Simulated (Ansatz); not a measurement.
Ansatz (a quantum-chemistry and plane-wave program), DFT, PBE, plane waves, its default PAW files: Au(111) slab of 4 layers, 1x1, atoms displaced, unrelaxed, 4 atoms. Basis and mesh were picked for this test and aren't claimed converged.

```json
{
 "cell": "2.88, 2.88, 27.06 Å; 90, 90, 60°",
 "distance_to_the_nearest_atom": "2.86 to 2.87 Å",
 "task": "single point",
 "k mesh": "10×10×1",
 "hamiltonian.xc": "pbe",
 "kind_of_files": "paw",
 "scf.occupations.method": "fermi_dirac",
 "scf.occupations.width": "0.05 eV",
 "output.forces": "true",
 "binding of workers (--pin)": "off",
 "k-point pools (--kpoint-pools)": "1",
 "memory maximum (--max-ram)": "8GiB",
 "accuracy": "medium (default)",
 "basis.precision": "auto (default)",
 "basis.xc_grid": "2 (default)",
 "scf.eigensolver.kind": "auto (default)",
 "scf.convergence.dr2_threshold": "1e-07 (default)",
 "scf.lower_state_search": "light (default)",
 "k-points after symmetry": "52",
 "bands_at_the_start": "43",
 "electrons": "76",
 "plane waves at Γ": "3787",
 "cutoff (eV)": "420",
 "FFT grid": "20×20×192",
 "symmetry_operations": "1"
}
```

Settings of this run: scf.mixing.algorithm = auto, scf.mixing.preconditioner = kerker, scf.algorithm = auto; 4 threads.

```
iteration  dr2 (eV)    Hψ
---------  --------  ----
1           2.28e-1  9869
2           8.64e-2  2778
3           1.15e-2  2637
4           3.32e-3  2908
5           2.91e-3  2352
6           2.00e-3  2231
7           9.68e-4  2700
8           9.20e-4  2579
9           6.94e-4  2562
10          5.07e-4  2453
11          4.38e-4  2449
12          3.59e-4  2432
13          2.79e-4  2330
14          2.11e-4  2448
15          1.76e-4  2556
16          1.36e-4  2374
17          4.53e-5  2638
18          1.35e-5  2508
19          4.04e-6  2503
20          1.05e-6  2669
21          3.93e-7  2576
22          3.62e-7  2807
23          3.12e-7  2376
24          1.77e-7  2612
25          7.13e-8  8460
```

It converged after 25 SCF iterations.

Q: The cycle is slow. Which setting should be changed?

A: This is not unique; one that fits is scf.mixing.preconditioner = auto (default) (9 SCF iterations) or scf.mixing.preconditioner = ldos (9 SCF iterations) or scf.mixing.preconditioner = local_kerker (10 SCF iterations) or scf.mixing.preconditioner = none (11 SCF iterations), all else kept. The other changes of this size gave: scf.mixing.preconditioner = kerker_dos (21); scf.mixing.algorithm = broyden (26). In that run the program took: scf.mixing.algorithm MSR1, scf.mixing.preconditioner LDOS, scf.eigensolver.kind band_cg, --slots 4. The first change moves the result by: energy under 0.001 meV/atom, forces (largest component) 0.032 meV/Å. Counts are of single runs.

Keys are those of Ansatz 0.2.
